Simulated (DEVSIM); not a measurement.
System: abrupt GaAs p-n junction, at 350 K.

Layer 1 from the left is GaAs, thickness (μm) 1.20, Na (cm⁻³) 7e16, τn (s) 8.3e-10, τp (s) 8.3e-10. Layer 2 from the left is GaAs, thickness (μm) 110, Nd (cm⁻³) 9.1e16, τn (s) 8.3e-10, τp (s) 8.3e-10.

Left contact: ohmic. Right contact: ohmic. Voltage is applied to the left contact. Recombination: SRH at mid-gap. Mobility is constant in doping.

Constants are typed, rounded textbook-type inputs, not results; the design itself was drawn at random and stands for no fabricated device. Values at 300 K; Nc and Nv go as T^1.5, mobilities as T to minus their exponent, the gap by Varshni's rule with the affinity fixed.

GaAs: gap (eV) 1.424, affinity (eV) 4.07, permittivity 12.9, Nc (cm⁻³) 4.7e17, Nv (cm⁻³) 9e18, μn (cm²/Vs) 8500, μp (cm²/Vs) 400, T exponent of μn 2.1, T exponent of μp 2.2, Varshni α (eV/K) 0.000541, Varshni β (K) 204.

Model (solved in DEVSIM): 1D drift-diffusion, Boltzmann statistics, complete ionisation; no tunnelling, impact ionisation, image-force lowering or self-heating.

Dark forward current:

| |V| (V) | |J| (A/cm²) |
|---|---|
| 0.05 | 2.799e-8 |
| 0.10 | 8.831e-8 |
| 0.15 | 2.273e-7 |
| 0.20 | 5.537e-7 |
| 0.25 | 1.324e-6 |
| 0.30 | 3.150e-6 |
| 0.35 | 7.492e-6 |
| 0.40 | 1.787e-5 |
| 0.45 | 4.288e-5 |
| 0.50 | 0.0001041 |
| 0.55 | 0.0002583 |
| 0.60 | 0.0006665 |
| 0.65 | 0.001844 |
| 0.70 | 0.005682 |
| 0.75 | 0.02011 |
| 0.80 | 0.08161 |
| 0.85 | 0.3681 |
| 0.90 | 1.768 |
| 0.95 | 8.621 |
| 1.00 | 38.89 |
| 1.05 | 135.0 |
| 1.10 | 322.5 |
| 1.15 | 579.8 |
| 1.20 | 878.7 |
| 1.25 | 1203 |
| 1.30 | 1543 |

Q: Work out the local ideality factor n = ΔV / (kT/q · ln(J2/J1)) between the rows 0.15 and 0.20 V, 0.90 and 0.95 V, 1.25 and 1.30 V.

A: kT/q = 30.16 mV. From 0.15 to 0.20 V: ln(5.537e-7/2.273e-7) = 0.890, n = 1.86, near the 2 of recombination in the depletion region. From 0.90 to 0.95 V: ln(8.621/1.768) = 1.584, n = 1.05, near the 1 of diffusion or emission over a barrier. From 1.25 to 1.30 V: ln(1543/1203) = 0.249, n = 6.66.

Q: Estimate the current at 0.90 V from the Shockley equation with J0 = Σ q ni² D/(N L) coth(W/L), τ joining the SRH, radiative and Auger lifetimes that are on, and W taken as the whole layer.

A: ni² = 4.50e16 cm⁻⁶; electrons in the p layer: μ = 6150 cm²/Vs, D = 185 cm²/s, τ = 8.30e-10 s, L = 3.92 μm, W/L = 0.31, term 1.64e-13 A/cm²; holes in the n layer: μ = 285 cm²/Vs, D = 8.59 cm²/s, τ = 8.30e-10 s, L = 0.845 μm, W/L = 130, term 8.07e-15 A/cm². J0 = 1.72e-13 A/cm², and J = J0 exp(qV/kT) = 1.57 A/cm². The simulation gives 1.77 A/cm²; the estimate lies 11 % below. The estimate leaves out recombination in the depletion region and that region's share of W.
